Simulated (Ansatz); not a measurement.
Candidates (primitive cells; geometry: relaxed with this functional, without spin-orbit coupling):
A. Nb (Im-3m), a = 2.8342 Å, b = 2.8342 Å, c = 2.8342 Å, α = 109.47°, β = 109.47°, γ = 109.47°
B. Ta (Im-3m), a = b = c = 2.8425 Å, α = β = γ = 109.47°
C. V (Im-3m), a = b = c = 2.5625 Å, α = β = γ = 109.47°
D. Mo (Im-3m), a = b = c = 2.7113 Å, α = β = γ = 109.47°

Put the candidates in order of mean free path at 300 K, lowest first, for PBEsol, DFPT electron-phonon coupling, linearised Boltzmann equation in Ansatz (an electronic-structure program).

C (1.64 nm), A (2.7 nm), B (3.7 nm), D (12.6 nm)

Metals; harmonic phonons alone scatter; means over directions. The mean free path is weighted by the current that each state carries. Halving the electron mesh moves these values by up to 5 %; q meshes are mostly untested. Some of the runs warned that the eigensolver left states short of its tolerance. Spin-orbit coupling is left out.

Treated as nonmagnetic (a ferromagnetic start lost its moment, other orders weren't tried): V (Im-3m). The missing spin-orbit coupling matters most for Ta (Im-3m).
